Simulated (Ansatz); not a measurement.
ZrSi2: pressure series

The reference is ZrSi2 (space group Cmcm, No. 63; a = 3.705 Å, b = 14.795 Å, c = 3.679 Å).

Cell and atoms are relaxed at each pressure.

Computed with Ansatz (an electronic-structure program) PBE, no spin-orbit coupling, earlier PAW set.

Notes on the quantities. enthalpy: H = E + PV relative to the base's energy.

```tsv
variant	volume per atom	enthalpy
base	16.80 Å³	–
pressure −2 GPa	17.09 Å³	-0.21 eV/atom
pressure −1 GPa	16.94 Å³	-0.11 eV/atom
pressure 0.9 GPa	16.68 Å³	+0.09 eV/atom
pressure 2.1 GPa	16.53 Å³	+0.22 eV/atom
pressure 4.5 GPa	16.24 Å³	+0.46 eV/atom
pressure 9 GPa	15.76 Å³	+0.91 eV/atom
pressure 15 GPa	15.21 Å³	+1.49 eV/atom
pressure 22.5 GPa	14.63 Å³	+2.19 eV/atom
pressure 30 GPa	14.14 Å³	+2.86 eV/atom
```

Load acts through the strain it causes; cell and atoms are relaxed under it. No phonon test of stability was made. No other phases were tried under pressure. The final runs are not spin-polarised.
